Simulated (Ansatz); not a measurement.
## Can YRh3B (Pm-3m) replace Mo in a narrow line?

YRh3B (Pm-3m) has a bulk resistivity ρ₀ of 21.4 μΩ·cm and a mean free path ℓ of 7.25 nm. Mo (Im-3m): ρ₀ = 5.36 μΩ·cm, ℓ = 12.6 nm. Both at 300 K by PBEsol, DFPT electron-phonon coupling, linearised Boltzmann equation (plane waves, PAW, scalar-relativistic; Ansatz, an electronic-structure program); third figures are kept for the arithmetic, and halving the electron mesh moves ρ₀ by up to 1 and 1 % at 300 K, and ℓ by up to 6 and 2 % (the most at any temperature). Cell of YRh3B (Pm-3m): a = b = c = 4.149 Å, α = β = γ = 90.00°. On Mo: eigensolver warning.

Square wire of width d: ρ − ρ₀ = ρ₀ℓ × [0.75(1 − p)/d + 1.5R/((1 − R)D)], with p = 0.4, R = 0.3, D = d.

Q: What are ρ₀ℓ and ρ(d)?

A: With D = d the size term is Kρ₀ℓ/d, K = 0.75 × 0.6 + 1.5 × 0.3/0.70 = 1.09. YRh3B (Pm-3m): ρ₀ℓ = 15.5×10⁻¹⁶ Ω·m², ρ = 21.4 + 169/d. Mo: 6.75×10⁻¹⁶ Ω·m², ρ = 5.36 + 73.6/d (μΩ·cm, d in nm).

Q: Where, if anywhere, do the two curves cross in favour of YRh3B (Pm-3m)?

A: Nowhere: neither ρ₀ nor ρ₀ℓ of YRh3B (Pm-3m) lies under that of Mo.

Q: Tabulate ρL/d² for L = 1 μm against the trench width w. Take w = 9, 14, 18, 36 nm.

A: 
| w (nm) | ρ, YRh3B (Pm-3m) (μΩ·cm) | Ω/μm, YRh3B (Pm-3m) | ρ, Mo (μΩ·cm) | Ω/μm, Mo |
|---|---|---|---|---|
| 9 | 40 | 5000 | 13.5 | 1670 |
| 14 | 33 | 1710 | 10.6 | 540 |
| 18 | 31 | 950 | 9.4 | 290 |
| 36 | 26 | 200 | 7.4 | 57 |

The line of Mo has the lower resistance at w = 9, 14, 18, 36 nm.

The formula is the first-order form of the Fuchs-Sondheimer and Mayadas-Shatzkes models for a square wire of an isotropic metal and fails where d lies far under ℓ. p, R and D are assumed, not computed. ℓ is weighted by the current that each state carries; one path shared by all states gives a smaller ρ₀ℓ, by an amount that differs from metal to metal. Impurities, surface states and whether the polymorph can be grown are outside these numbers.

Formula and space group known from diffraction (Crystallography Open Database), not checked to be the room-temperature form: YRh3B (Pm-3m).
